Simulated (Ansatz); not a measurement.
W in the diamond structure (space group Fd-3m, No. 227; a hypothetical phase, not in the database extracts checked)

```cif
data_W2
_chemical_formula_sum 'W2'
_space_group_name_H-M_alt 'P 1'
_space_group_IT_number 1
_cell_length_a 4.06971
_cell_length_b 4.06971
_cell_length_c 4.06971
_cell_angle_alpha 60.000
_cell_angle_beta 60.000
_cell_angle_gamma 60.000
loop_
_space_group_symop_operation_xyz
  'x, y, z'
loop_
_atom_site_label
_atom_site_type_symbol
_atom_site_fract_x
_atom_site_fract_y
_atom_site_fract_z
_atom_site_occupancy
W1 W 0.25000 0.25000 0.25000 1
W2 W 0.00000 0.00000 0.00000 1
```

Computed with PBEsol, PAW, 420 eV (Ansatz, a first-principles code; no spin-orbit coupling). k-mesh 14×14×14 (Γ-centred); smearing 0.05 eV (Fermi–Dirac).

| Item | Result |
|---|---|
| Volume per atom | 23.83 Å³ |
| Density | 12.81 g/cm³ |
| Band gap | zero |
| Total energy | -10253.739 eV/atom (σ→0; compares only within this code and set-up) |

No phonon test of stability was made. All final runs are without spin polarisation.
